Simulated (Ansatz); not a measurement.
TiO2 with two functionals, pressure −2 GPa

Take TiO₂ in the rutile structure (space group P4_2/mnm, No. 136; a = 4.6434 Å, c = 2.9638 Å) as the base.

(Cell as relaxed with PBE.)

Levels (all Ansatz, a program for electronic structure, PAW): PBE (420 eV, no SOC); PBEsol (420 eV, spin-orbit coupling left out).

Each level relaxes its own structure.

| base | PBE | PBEsol |
|---|---|---|
| volume per atom | 10.65 Å³ | 10.33 Å³ |
| lattice parameter a | 4.643 Å | 4.591 Å |
| band gap | 1.86 eV | 1.87 eV |

The change: a negative pressure, −2 GPa.

| quantity | PBE | PBEsol |
|---|---|---|
| electron mass | 0.58 mₑ along c, 1.2 mₑ across (at Γ) | ? |
| valence-band top at Γ (three highest levels, from the VBM) | 0.00, -0.41, -0.41 eV | ? |
| lattice parameter a | 4.663 Å | ? |
| shift of the gap caused by the change | 0.00 eV | ? |

**Question.** Predict the PBEsol column.

**Answer.** 
- electron mass, PBEsol: 0.54 mₑ along c, 1.1 mₑ across (at Γ)
- valence-band top at Γ (three highest levels, from the VBM), PBEsol: 0.00, -0.44, -0.44 eV
- lattice parameter a, PBEsol: 4.609 Å
- shift of the gap caused by the change, PBEsol: 0.00 eV

PBE's lattice parameter a lies 0.0547 Å above PBEsol's (1.2 %); the two agree on the shift of the gap caused by the change. Neither level is exact; PBEsol is the comparison here, not a measurement.

Load acts through the strain it causes; cell and atoms are relaxed under it. Effective masses come from finite differences of ±0.01 Å⁻¹. Whether these cells are dynamically stable was not tested. All final runs are without spin polarisation.
